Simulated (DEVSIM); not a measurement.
Structure: Pd/AlN/n-GaAs capacitor, at 300 K.

```
layer (left to right)  material  thickness (nm)  Nd (cm⁻³)
---------------------  --------  --------------  ---------
1                           AlN            3.10          -
2                          GaAs            3300     3.9e16
```

Metal gate on the left, work function 5.2 eV. Fixed charge at the semiconductor interface 0 cm⁻² (in units of +e); no interface traps.

This is a model device: material constants are rounded textbook-type values typed into the input, and sizes, dopings and lifetimes were drawn at random. Values at 300 K.

```
parameter      AlN    GaAs
-------------  ---  ------
gap (eV)       6.1   1.424
affinity (eV)  1.9    4.07
permittivity   8.5    12.9
Nc (cm⁻³)        -  4.7e17
Nv (cm⁻³)        -    9e18
```

DEVSIM, 1D Poisson equation in equilibrium, Boltzmann statistics, complete ionisation; no quantum confinement or tunnelling. Metal contacts follow the ideal Schottky-Mott rule: no Fermi-level pinning, no interface dipoles.

Tabulate band edges, carrier densities and field at 0.2 V on the gate.

Energies count from the Fermi level of the right contact; mesh points crowd at the junctions.

| x (μm) | Ec (eV) | Ev (eV) | n (cm⁻³) | p (cm⁻³) | field (V/cm) |
|---|---|---|---|---|---|
| 0.000 | 3.100 | -3.000 | < 1e2 | < 1e2 | -140000 |
| 0.0009558 | 3.087 | -3.014 | < 1e2 | < 1e2 | -140000 |
| 0.002001 | 3.072 | -3.028 | < 1e2 | < 1e2 | -140000 |
| 0.002979 | 3.058 | -3.042 | < 1e2 | < 1e2 | -140000 |
| 0.004740 | 0.871 | -0.553 | 1100 | 4.6e9 | -92000 |
| 0.007644 | 0.844 | -0.580 | 3100 | 1.6e9 | -91000 |
| 0.01396 | 0.788 | -0.636 | 27000 | 1.9e8 | -87000 |
| 0.03405 | 0.624 | -0.800 | 1.6e7 | 320000 | -76000 |
| 0.06959 | 0.387 | -1.037 | 1.5e11 | < 1e2 | -57000 |
| 0.1398 | 0.121 | -1.303 | 4.4e15 | < 1e2 | -19000 |
| 0.2923 | 0.064 | -1.360 | 3.9e16 | < 1e2 | -35 |
| 0.7775 | 0.064 | -1.360 | 3.9e16 | < 1e2 | ≈ 0 |
| 1.582 | 0.064 | -1.360 | 3.9e16 | < 1e2 | ≈ 0 |
| 2.466 | 0.064 | -1.360 | 3.9e16 | < 1e2 | ≈ 0 |
| 2.990 | 0.064 | -1.360 | 3.9e16 | < 1e2 | ≈ 0 |
| 3.155 | 0.064 | -1.360 | 3.9e16 | < 1e2 | ≈ 0 |
| 3.231 | 0.064 | -1.360 | 3.9e16 | < 1e2 | ≈ 0 |
| 3.269 | 0.064 | -1.360 | 3.9e16 | < 1e2 | ≈ 0 |
| 3.291 | 0.064 | -1.360 | 3.9e16 | < 1e2 | ≈ 0 |
| 3.298 | 0.064 | -1.360 | 3.9e16 | < 1e2 | ≈ 0 |
| 3.301 | 0.064 | -1.360 | 3.9e16 | < 1e2 | ≈ 0 |
| 3.303 | 0.064 | -1.360 | 3.9e16 | < 1e2 | ≈ 0 |
